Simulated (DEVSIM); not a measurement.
Device: Al/SiO2/n-Ge capacitor, at 300 K.

| layer (left to right) | material | thickness (nm) | Nd (cm⁻³) |
|---|---|---|---|
| 1 | SiO2 | 1.30 | - |
| 2 | Ge | 11000 | 2.7e15 |

Metal gate on the left, work function 4.1 eV. Fixed charge at the semiconductor interface -1.6e11 cm⁻² (in units of +e); no interface traps.

The device is made up for the run: typed textbook-type constants, with dimensions and the other settings drawn at random. Values at 300 K.

| parameter | SiO2 | Ge |
|---|---|---|
| gap (eV) | 9 | 0.664 |
| affinity (eV) | 0.9 | 4 |
| permittivity | 3.9 | 16 |
| Nc (cm⁻³) | - | 1.04e19 |
| Nv (cm⁻³) | - | 6e18 |

DEVSIM, 1D Poisson equation in equilibrium, Boltzmann statistics, complete ionisation; no quantum confinement or tunnelling. Metal contacts follow the ideal Schottky-Mott rule: no Fermi-level pinning, no interface dipoles.

The interface trap density was swept, all else fixed.

| interface trap density (cm^-2 eV^-1) | threshold voltage (band bending 2φF) (V) | flat-band voltage (V) | minimum of the low-frequency capacitance (μF/cm²) |
|---|---|---|---|
| 0 | -0.36 | -0.10 | 0.0461 |
| 1e10 | -0.36 | -0.10 | 0.0476 |
| 1e11 | -0.36 | -0.10 | 0.0614 |
| 3e11 | -0.36 | -0.10 | 0.0917 |
| 1e12 | -0.37 | -0.10 | 0.192 |
| 2e12 | -0.38 | -0.09 | … |

Fill in the missing entries.


- 2e12, minimum of the low-frequency capacitance (μF/cm²): 0.323
